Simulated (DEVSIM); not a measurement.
Device: Si n-p junction from an implanted or diffused profile, at 300 K.

| layer (left to right) | material | thickness (μm) | Na (cm⁻³) | τn (s) | τp (s) |
|---|---|---|---|---|---|
| 1 | Si | 16.0 | 8e15 | 0.00053 | 0.00053 |

Added donor profile: 1.1e18 cm⁻³ × exp(−(x − 0.049 μm)²/(2·(0.036 μm)²)). Left contact: ohmic. Right contact: ohmic. Voltage is applied to the left contact. Recombination: SRH at mid-gap, Auger. Mobility is μmin + (μ − μmin)/(1 + (N/Nref)^α).

This is a model device: material constants are rounded textbook-type values typed into the input, and sizes, dopings and lifetimes were drawn at random. Values at 300 K.

| parameter | Si |
|---|---|
| gap (eV) | 1.124 |
| affinity (eV) | 4.05 |
| permittivity | 11.7 |
| Nc (cm⁻³) | 2.86e19 |
| Nv (cm⁻³) | 3.1e19 |
| μn (cm²/Vs) | 1417 |
| μp (cm²/Vs) | 470 |
| μn,min | 52 |
| μp,min | 45 |
| Nref,n | 9.7e16 |
| Nref,p | 2.2e17 |
| αn | 0.68 |
| αp | 0.72 |
| Cn (cm⁶/s) | 2.8e-31 |
| Cp (cm⁶/s) | 9.9e-32 |

Simulated with DEVSIM: 1D drift-diffusion, Boltzmann statistics, complete ionisation; no tunnelling, impact ionisation, image-force lowering or self-heating.

The peak of the profile was swept, all else fixed.

```
peak of the profile (cm^-3)  potential step across the device at zero bias (V)  dark forward voltage at 100 A/cm² (V)  dark forward voltage at 1 A/cm² (V)
---------------------------  -------------------------------------------------  -------------------------------------  -----------------------------------
1.1e17                                                                   0.737                                  0.809                                0.572
2.2e17                                                                   0.758                                  0.792                                0.590
5.5e17                                                                   0.783                                  0.777                                0.606
1.1e18                                                                   0.802                                  0.769                                0.612
2.2e18                                                                   0.820                                  0.763                                0.614
```

From the first row to the last the potential step across the device at zero bias goes from 0.737 to 0.820. From the first row to the last the dark forward voltage at 100 A/cm² goes from 0.809 to 0.763.
